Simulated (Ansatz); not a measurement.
**Zr: pressure series**

Base system: Zr in the hcp (Mg type) structure (space group P6_3/mmc, No. 194).

```cif
data_Zr2
_chemical_formula_sum 'Zr2'
_space_group_name_H-M_alt 'P63/mmc'
_space_group_IT_number 194
_space_group_name_Hall '-P 6c 2c'
_cell_length_a 3.23160
_cell_length_b 3.23160
_cell_length_c 5.17363
_cell_angle_alpha 90.000
_cell_angle_beta 90.000
_cell_angle_gamma 120.000
loop_
_atom_site_label
_atom_site_type_symbol
_atom_site_symmetry_multiplicity
_atom_site_Wyckoff_symbol
_atom_site_fract_x
_atom_site_fract_y
_atom_site_fract_z
_atom_site_occupancy
Zr1 Zr 2 d 0.66667 0.33333 0.25000 1
```

Cell and atoms are relaxed at each pressure.

Calculations: PBE in Ansatz (plane waves to 420 eV, PAW, no spin-orbit coupling), earlier PAW set.

```csv
case,volume per atom,c/a ratio
base,23.40 Å³,1.601
pressure −2 GPa,23.92 Å³,1.599
pressure −1 GPa,23.65 Å³,1.600
pressure 1.8 GPa,___,1.603
pressure 4.2 GPa,22.43 Å³,1.606
pressure 9 GPa,21.51 Å³,1.615
pressure 18 GPa,20.08 Å³,1.635
pressure 30 GPa,18.60 Å³,1.671
pressure 45 GPa,17.19 Å³,1.719
pressure 60 GPa,16.12 Å³,1.761
```

**Question.** Some entries are withheld; estimate them.

**Answer.** 
- pressure 1.8 GPa, volume per atom: 22.96 Å³

Load acts through the strain it causes; cell and atoms are relaxed under it. No phonon test of stability was made. All final runs are without spin polarisation. Measured, Zr leaves this structure (for the ω phase) near 3 GPa (temperature not stated; as listed in C. Cazorla, D. Alfè, M. J. Gillan, Physical Review B (2008)).

Ansatz is a first-principles code.
